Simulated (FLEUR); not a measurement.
Band structure of SiMo₃ (Pm-3n, 8 atoms in the cell).

```
CELL_PARAMETERS angstrom
      4.87063     0.00000     0.00000
      0.00000     4.87063     0.00000
      0.00000     0.00000     4.87063
ATOMIC_POSITIONS crystal
  Si 0.50000 0.50000 0.50000
  Si 0.00000 0.00000 0.00000
  Mo 0.00000 0.50000 0.25000
  Mo 0.00000 0.50000 0.75000
  Mo 0.25000 0.00000 0.50000
  Mo 0.75000 0.00000 0.50000
  Mo 0.50000 0.25000 0.00000
  Mo 0.50000 0.75000 0.00000
```

Level of theory: PBE, all-electron FLAPW (FLEUR), scalar-relativistic valence run with FLEUR.

Settings: Kmax = 3.8 1/bohr; GmaxXC = 15.2 1/bohr; xcFunctional = pbe; jspins = 1; l_soc = F; mode = hist; fermiSmearingEnergy = 0.00734986 Htr; mesh (inpgen div1-3) = 5 5 5; inpgen gamma flag = false; Gmax = 15.2 1/bohr; numbands = 0; maxIterBroyd = 15; imix = Anderson; alpha = 0.05.

The starting cell comes from a database of computed structures (which also holds hypothetical and non-ambient phases and stackings), without a prior relaxation at this level. Its lattice was rescaled by a random factor within 2.5 % of one. Spin polarisation is off. Values depend on the basis (sphere radii, cutoffs, local orbitals), which need not be converged.

Levels in eV from the Fermi level, bands 43 to 50:
```
point     43     44     45     46     47     48     49    50
-----  -----  -----  -----  -----  -----  -----  -----  ----
Γ      -1.60  -1.60   1.25   1.25   1.25   2.15   2.40  2.40
X      -1.73  -1.73   0.23   0.23   0.93   0.93   1.54  1.54
M      -1.14  -0.91  -0.91  -0.79  -0.71  -0.53  -0.13  0.23
R      -1.23  -1.23  -1.23  -1.23  -1.23  -1.23   1.27  1.27
```
